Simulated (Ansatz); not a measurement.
A self-consistent single point of Zr2AlN (P6_3/mmc, 8 atoms in the cell) with Ansatz (an electronic-structure program).

Computed with PBEsol, default PAW files made with PBE (plane waves; Ansatz).

```yaml
crystal:
  lattice:
    - [3.16721, 0.00000, 0.00000]
    - [-1.58361, 2.74289, 0.00000]
    - [0.00000, 0.00000, 14.19709]
  atoms:
    - { symbol: Al, position: [0.33333, 0.66667, 0.75000] }
    - { symbol: Al, position: [0.66667, 0.33333, 0.25000] }
    - { symbol: Zr, position: [0.33333, 0.66667, 0.08600] }
    - { symbol: Zr, position: [0.66667, 0.33333, 0.58600] }
    - { symbol: Zr, position: [0.66667, 0.33333, 0.91400] }
    - { symbol: Zr, position: [0.33333, 0.66667, 0.41400] }
    - { symbol: N, position: [0.00000, 0.00000, 0.00000] }
    - { symbol: N, position: [0.00000, 0.00000, 0.50000] }
```

Reference input (self-consistent single point, DFT, PBEsol, plane waves, default PAW files made with PBE): basis.ecutwfc = 420 eV; kpoints.mp_grid.grid = 6 6 2; hamiltonian.xc = pbesol; hamiltonian.pseudopotentials = {kind: paw} (the program's default PAW files); scf.occupations.method = gaussian; scf.occupations.width = 0.1 eV. This run's input differs from it in these lines:

Ansatz 0.2 input:
```diff
@@ -23,3 +23,3 @@
 scf:
-  occupations: { method: gaussian, width: 0.1 eV }
+  occupations: { method: gaussian, width: 0.3 eV }
 output:
```

Output, abridged:

```
SCF iter   1: F=—  HF=-18330.076088 eV  |F-HF|=—  |Δ(HF+E_count)|=         —  Δρ=5.58e-3  dr2=2.98e-2  ethr=1.77e-3  ⟨swp⟩=5.3  Hψ=2226  notcnv=0
all-band conjugate gradients solve this SCF's bands
preconditioner: auto → Kerker (q_TF=auto, 2.446 Å⁻¹)
SCF iter   2: F=—  HF=-18330.069867 eV  |F-HF|=—  |Δ(HF+E_count)|=   6.22e-3  Δρ=2.33e-3  dr2=6.20e-3  ethr=4.65e-5  ⟨swp⟩=2.0  Hψ=805  notcnv=0
SCF iter   3: F=—  HF=-18330.068904 eV  |F-HF|=—  |Δ(HF+E_count)|=   9.63e-4  Δρ=1.15e-3  dr2=2.04e-3  ethr=9.68e-6  ⟨swp⟩=1.0  Hψ=543  notcnv=0
SCF iter   4: F=—  HF=-18330.068453 eV  |F-HF|=—  |Δ(HF+E_count)|=   4.51e-4  Δρ=1.54e-4  dr2=9.15e-5  ethr=3.19e-6  ⟨swp⟩=2.0  Hψ=698  notcnv=0
SCF iter   5: F=—  HF=-18330.068374 eV  |F-HF|=—  |Δ(HF+E_count)|=   7.82e-5  Δρ=2.34e-5  dr2=1.24e-6  ethr=1.43e-7  ⟨swp⟩=2.0  Hψ=698  notcnv=0
SCF iter   6: F=-18330.068374 eV  HF=-18330.068374 eV  |F-HF|=7.06e-8  |Δ(HF+E_count)|=   2.08e-7  Δρ=6.77e-6  dr2=9.53e-8  ethr=1.56e-10  ⟨swp⟩=9.0  Hψ=2490  notcnv=0
SCF 1 converged in 6 iterations: F = -18330.068374 eV  dr2 = 9.53e-8
Free energy (F): -18330.068374 eV
Internal energy: -18329.918472 eV  (E = F + TS)
E sigma→0 (E₀):  -18329.993423 eV
Entropy (-TS):   -0.149902 eV (-18.738 meV/atom)
Fermi energy:    13.877854 eV
--- Forces (eV/Å), atoms counted from 1 ---
  atom   1  Al    -0.00000000     0.00000000    -0.00000000
  atom   2  Al     0.00000000    -0.00000000     0.00000000
  atom   3  Zr    -0.00000000     0.00000000     1.05206404
  atom   4  Zr    -0.00000000    -0.00000000     1.05206404
  atom   5  Zr    -0.00000000    -0.00000000    -1.05206404
  atom   6  Zr    -0.00000000     0.00000000    -1.05206404
  atom   7  N      0.00000000     0.00000000     0.00000000
  atom   8  N      0.00000000     0.00000000     0.00000000
--- Stress (GPa, compression-positive) ---
        9.599067       0.000000       0.000000
        0.000000       9.599067       0.000000
        0.000000       0.000000       9.185775
  P = ⅓ Tr σ = 9.4613 GPa (94.613 kbar)
  The stress holds the Pulay correction. Without it, at fixed plane waves, as pw.x and ABINIT print it: P = 9.2913 GPa
```

The run converged in 6 iterations. Against the reference run the free energy goes down by 8.0 meV/atom, the pressure hardly changes (9.38 to 9.46 GPa) and the largest force goes from 1.014 to 1.052 eV/Å.

The starting cell was generated: these elements placed on a structure prototype, without a prior relaxation; it need not be a known phase or ordering of this composition. With a pressure of about 9 GPa the cell is away from its equilibrium volume at this level. Forces in this geometry exceed 1 eV/Å. Ansatz's pressure includes its estimate of the finite-basis (Pulay) stress.
